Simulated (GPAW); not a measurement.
```
CdPd
1.0
    3.02815     0.00000     0.00000
    0.00000     3.02815     0.00000
    0.00000     0.00000     3.68241
Cd Pd
1 1
Direct
  0.00000   0.00000   0.01358
  0.50000   0.50000   0.50000
```

Computed with LDA (Perdew-Wang 92), GPAW PAW datasets LDA (gpaw-data 1.0.1) (plane waves; GPAW 25.7.0).

The set-up and first iterations of a GPAW log for CdPd (P4mm, 2 atoms in the cell):

```
Input parameters:
  convergence: {density: 1e-05}
  kpts: {gamma: True,
         size: (5, 5, 4)}
  maxiter: 120
  mode: {ecut: 600.0,
         name: pw}
  nbands: 14
  occupations: {fixmagmom: False,
                name: fermi-dirac,
                width: 0.1}
  symmetry: {symmorphic: False,
             tolerance: 0.0005}

species:
  Cd:
    name: Cadmium
    Z: 48.0
    valence: 12
    core: 36
    charge: 0.0
    file: Cd.LDA.gz

    # Using partial waves for Cd as LCAO basis

  Pd:
    name: Palladium
    Z: 46.0
    valence: 16
    core: 30
    charge: 0.0
    file: Pd.LDA.gz

    # Using partial waves for Pd as LCAO basis

Reference energy: -289134.044749  # eV

Spin-paired calculation

Convergence criteria:
 Maximum [total energy] change in last 3 cyles: 0.0005 eV / valence electron
 Maximum integral of absolute [dens]ity change: 1e-05 electrons / valence electron
   [... lines left out ...]
  Cutoff energy: 600.000 eV
  Number of coefficients (min, max): 1103, 1144
  Pulay-stress correction: 0.000000 eV/Ang^3 (de/decut=0.000000)

Occupation numbers: Fermi-Dirac:
  width: 0.1000  # eV

Eigensolver

Densities:
  Coarse grid: 18*18*21 grid
  Fine grid: 36*36*42 grid
  Total Charge: 0.000000

Density mixing:
  Method: separate
  Backend: pulay
  Linear mixing parameter: 0.05
  old densities: 5
  Damping of long wavelength oscillations: 50

Hamiltonian:
  XC and Coulomb potentials evaluated on a 36*36*42 grid
  External potential:
    NoExternalPotential

Number of atoms: 2
Number of atomic orbitals: 21
Number of bands in calculation: 14
Number of valence electrons: 28
Bands to converge: occupied

Density initialized from atomic densities
  14 bands from LCAO basis set

Atomic positions and initial magnetic moments

Positions:
   0 Cd     0.000000    0.000000    0.050000    ( 0.0000,  0.0000,  0.0000)
   1 Pd     1.514074    1.514074    1.841205    ( 0.0000,  0.0000,  0.0000)

Unit cell:
           periodic     x           y           z      points  spacing
  1. axis:    yes    3.028148    0.000000    0.000000    18     0.1682
  2. axis:    yes    0.000000    3.028148    0.000000    18     0.1682
  3. axis:    yes    0.000000    0.000000    3.682410    21     0.1754

  Lengths:   3.028148   3.028148   3.682410
  Angles:   90.000000  90.000000  90.000000

Effective grid spacing dv^(1/3) = 0.1706
     iter     time        total  log10-change:
                         energy   eigst   dens
iter:   1 --:--:--    -8.728423
iter:   2 --:--:--    -8.226090   -1.06  -1.27
iter:   3 --:--:--    -9.342664   +0.80  -1.30
iter:   4 --:--:--    -7.258306   -0.25  -1.52
iter:   5 --:--:--    -8.057593   -0.56  -1.84
```

Task: How does the run end?

Result: The run ended unconverged after 120 iterations. It gives no final result for the task that was set. The log goes on:

```
   [... 12 lines left out ...]
iter:  18 --:--:--    -7.187809   -1.92  -2.65
iter:  19 --:--:--    -7.207054   -1.61  -2.79
iter:  20 --:--:--    -7.187279   -1.85  -2.63
   [... lines left out ...]
iter: 119 --:--:--    -7.188015c  -5.04  -4.57
iter: 120 --:--:--    -7.188019c  -5.07  -4.55

Did not converge!

Here are some tips:

1) Make sure the geometry and spin-state is physically sound.
2) Use less aggressive density mixing.
3) Solve the eigenvalue problem more accurately at each scf-step.
4) Use a smoother distribution function for the occupation numbers.
5) Try adding more empty states.
6) Use enough k-points.
7) Don't let your structure optimization algorithm take too large steps.
8) Solve the Poisson equation more accurately.
9) Better initial guess for the wave functions.

See details here:

    https://gpaw.readthedocs.io/documentation/convergence.html
Traceback (most recent call last):
   [... frames left out ...]
gpaw.KohnShamConvergenceError: Did not converge!  See text output for help.
```

The starting cell comes from a database of computed structures (which also holds hypothetical and non-ambient phases and stackings), without a prior relaxation at this level. Its lattice was rescaled by up to half a per cent. One atom was moved a little off its site on purpose.

The run was DFT LDA (Perdew-Wang 92), plane waves, GPAW PAW datasets LDA (gpaw-data 1.0.1). Main settings of its input:

* **mode**: pw
* **ecut**: 600 eV
* **xc**: LDA
* **kpts**: 5 5 4
* **mesh shift (steps)**: 0 0 0
* **occupations.name**: fermi-dirac
* **occupations.width**: 0.1 eV
* **nbands**: 14
* **convergence.density**: 1e-05 e/electron
* **symmetry.symmorphic**: false
* **symmetry.tolerance**: 0.0005
* **maxiter**: 120
